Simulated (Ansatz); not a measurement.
Base system: CdTe in the zinc blende structure (space group F-43m, No. 216; a = 6.558 Å). Axes: x, y, z lie along the cube axes.

Calculations: r2SCAN, PAW, 500 eV (Ansatz, a first-principles code; without spin-orbit coupling).

Strains are applied to the cell and any free atomic positions relax; under biaxial strain the out-of-plane vector relaxes too.

One change was made to it. Results:

```json
[
 {"quantity": "pressure", "base": "0.00 GPa", "after": "1.43 GPa"},
 {"quantity": "energy relative to the base (free energy F)", "base": "0 meV/atom", "after": "+4.9 meV/atom"},
 {"quantity": "valley order (the lowest conduction-band minima on the path, energy above the VBM, named in the base's zone)", "base": "Γ 1.17 eV; L along ⟨111⟩ 2.20 eV", "after": "Γ 1.27 eV; L along ⟨111⟩ 2.24 eV"},
 {"quantity": "electron mass", "base": "0.090 mₑ (at Γ)", "after": "0.094 mₑ (at Γ)"}
]
```

Q: Which change produced these results?
A) isotropic strain −1.09 %
B) uniaxial strain ε_xx = +0.81 %
C) strain tensor (xx, yy, zz, yz, xz, xy) = (−0.78, +0.04, +0.87, +0.51, +0.16, −0.32) %
D) biaxial strain −1.18 %, plane normal [111], relaxed out of plane

A: A, isotropic strain −1.09 %. For comparison, the valley order in the other runs: biaxial strain −1.18 %, plane normal [111], relaxed out of plane gives Γ 1.17 eV; L along [1-11] 2.13 eV; L along [111] 2.34 eV; strain tensor (xx, yy, zz, yz, xz, xy) = (−0.78, +0.04, +0.87, +0.51, +0.16, −0.32) % gives Γ 1.12 eV; L along [11-1] 2.09 eV; L along [1-11] 2.16 eV; L along [111] 2.19 eV; uniaxial strain ε_xx = +0.81 % gives Γ 1.13 eV; L along [1-11] 2.18 eV.

With Te present, leaving out spin-orbit coupling can change the band edges. The levels and masses belong to the bands next to the band gap. Effective masses come from finite differences of ±0.01 Å⁻¹. No phonon test of stability was made.
